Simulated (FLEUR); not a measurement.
Equation of state of wurtzite GaN (space group 186): energy against volume (FLEUR, LDA)

```
CELL_PARAMETERS angstrom
      3.06593     0.00000     0.00000
     -1.53296     2.65517     0.00000
      0.00000     0.00000     4.98815
ATOMIC_POSITIONS crystal
  Ga 0.33333 0.66667 0.00000
  Ga 0.66667 0.33333 0.50000
  N  0.33333 0.66667 0.37700
  N  0.66667 0.33333 0.87700
```

Level of theory: LDA (Vosko-Wilk-Nusair), all-electron FLAPW (FLEUR), scalar-relativistic valence (FLEUR). Settings: Kmax = 5.47 1/bohr; GmaxXC = 21.9 1/bohr; xcFunctional = vwn; jspins = 1; l_soc = F; mode = hist; fermiSmearingEnergy = 0.00036749 Htr; mesh (inpgen div1-3) = 12 12 7; inpgen gamma flag = true; Gmax = 21.9 1/bohr; numbands = 0; maxIterBroyd = 15; imix = Anderson; alpha = 0.05; precondParam = 0; minDistance = 1e-05 me/bohr^3. The cell above is the first row's. The rows scale it uniformly. In all rows fractional positions and the k mesh are held. E is the free energy at the stated smearing, counted from the lowest row.

| V (Å^3/atom) | E (meV/atom) |
|---|---|
| 10.1516 | ? |
| 10.3723 | 33.88 |
| 10.5930 | 15.79 |
| 10.8137 | 4.69 |
| 11.0343 | 0.00 |
| 11.2550 | 1.01 |
| 11.4757 | 7.23 |
| 11.6964 | 17.88 |
| 11.9171 | 32.93 |

Task: Fit E against V with the third-order Birch-Murnaghan form, a cubic in V^(-2/3), and predict the withheld value at V = 10.1516.

Result: With u = V^(-2/3) - 0.201, the rows have u = 0.009257, 0.006326, 0.003496, 0.000761, -0.001885, -0.004447, -0.006927, -0.009331. Least squares gives E = -0.262 + 57.27·u + 389714·u² + 279481·u³. Residuals (row less fit): -0.005, 0.023, -0.023, -0.007, -0.003, 0.064, -0.068, 0.022; standard error 0.051 (degrees of freedom: 4). Its minimum lies at u = -0.000073, so V0 = (0.200927)^(-3/2) = 11.10. There d²E/du² = 779300 and d³E/du³ = 1677000, so B0 = (4/9) × 11.10^(-7/3) × 779300 × 0.160218 = 202 GPa (the last factor turns the table's units into GPa), and B0' = 4 + (2/3) × 0.200927 × (1677000)/779300 = 4.3. At the withheld row, u = 0.012293, so E = -0.262 + 57.27 × 0.012293 + 389714 × 0.012293² + 279481 × 0.012293³ = 59.854 meV/atom. The calculation gives 59.89 meV/atom, 0.036 meV/atom above the prediction (0.1 % of the range of E in the table). The row lies outside the fitted rows, so this is an extrapolation. From the scatter of the fitted rows alone, a prediction at this place has a standard error of 0.151 meV/atom, so the miss is 0.2 times that.

Carrying the step between the two nearest rows on in a straight line would have given 51.97, off by 7.92; series whose last step already gives the withheld value aren't shown. The scan was laid around a cell of about the measured size, scaled by a guess for this functional; axis ratios and inner coordinates come from that cell. The runs keep the symmetry of the cell, so they don't test it for distortions. Values depend on the basis (sphere radii, cutoffs, local orbitals), which need not be converged. The shape of the cell and the inner coordinates aren't relaxed, so V0 and B0 belong to this uniform scaling; a relaxed crystal lies no higher in energy and is usually softer. Cutoffs and mesh are single choices, not tested for convergence of this quantity. Series with a scatter that would blur these digits, or in which a gap closes, are not shown. Nor are scans whose minimum lies at an end fitted in this form.
